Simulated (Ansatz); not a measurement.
We look at the reaction energy. Reaction: PbS (rock salt) + O2 (gas) → Pb (fcc) + SO2 (gas). Negative: the products are lower in energy.

Pb (fcc, Fm-3m), 1 atom in the cell, k-point mesh 20×20×20 on the run's own vectors. Conventional cell: a = 5.0422 Å, b = 5.0422 Å, c = 5.0422 Å, α = 90.00°, β = 90.00°, γ = 90.00°.

PbS (rock salt, Fm-3m), 2 atoms in the cell, k-point mesh 10×10×10 on the run's own vectors.
```
PbS
1.0
    0.00000     3.00447     3.00447
    3.00447     0.00000     3.00447
    3.00447     3.00447     0.00000
Pb S
1 1
Direct
  0.00000   0.00000   0.00000
  0.50000   0.50000   0.50000
```

An isolated SO2 molecule (singlet) in a box of 11 × 14 × 13 Å.

An isolated O2 molecule (triplet) in a box of 11 × 11 × 13 Å.

All numbers come from Ansatz (a first-principles code), plane waves with PAW, its PAW set soft_1, cutoff 420 eV. The structures are at rest with PBE; other levels are single points on them. HSE06 runs on coarser k-point meshes, mended by the PBE difference between the two meshes. Some cells are metallic or hold partly filled levels, where a hybrid on a coarse mesh is less sure. Neutral cells; Fermi-Dirac smearing of at most 0.10 eV in the solids, energies taken to zero width. The lattices are those relaxed with PBE, so at other levels the solids can be strained, which adds to the spread. A dispersion term (D3(BJ), or D4 for r2SCAN) was computed beside these levels and is taken off wherever the name lacks it. Space groups of crystals are read within 0.01 Å. Nuclei at rest; no vibrational terms. The runs are scalar-relativistic, without spin-orbit coupling.

Q: What is the computed value (PBE)?

A: -1.82 eV, for PbS (rock salt) + O2 (gas) → Pb (fcc) + SO2 (gas).

Q: What do the other levels give, and how wide is the spread?

A: 
| Level | value (eV) | less PBE |
|---|---|---|
| HSE06 | -1.63 | 0.19 |

The levels shown span 0.19 eV, from PBE (-1.82) to HSE06 (-1.63).
